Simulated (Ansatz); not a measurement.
Pd under a change: biaxial strain +4.48 %, plane normal [001], relaxed out of plane

Base system: Pd in the fcc (Cu type) structure (space group Fm-3m, No. 225; a = 3.910 Å; relaxed with 0.1 eV smearing). Axes: x, y, z lie along the cube axes.

One thing is altered: biaxial strain +4.48 %, plane normal [001], relaxed out of plane (Cartesian); in-plane vectors clamped, the third vector and the atoms free.

Calculations: DFT with r2SCAN, PAW potentials and a 500 eV plane-wave cutoff in Ansatz (an electronic-structure program), no spin-orbit coupling. k-mesh 29×29×29 (Γ-centred); smearing 0.1 eV (Fermi–Dirac).

| quantity | base | changed | shift |
|---|---|---|---|
| volume per atom | 14.95 Å³ | 15.17 Å³ | +0.22 Å³ |
| space group | Fm-3m (No. 225) | I4/mmm (No. 139) | – |
| energy relative to the base (free energy F) | 0 meV/atom | +16 meV/atom | +16 meV/atom |
| band gap | zero | zero | – |
| out-of-plane strain | – | -7.02 % | – |
| ratio −ε⊥/ε∥ | – | 1.57 | – |
| mean in-plane stress (compression positive) | – | -3.3 GPa | – |

Final structure (turned so that z lies along the plane normal):

```
Pd
1.0
    2.88894     0.00000     0.00000
    0.00000     2.88894     0.00000
    1.44447    -1.44447     1.81790
Pd
1
Direct
  0.00000   0.00000   0.00000
```

No phonon test of stability was made. The final runs are not spin-polarised. Pd has a high density of states at the Fermi level and may be magnetic at this level.
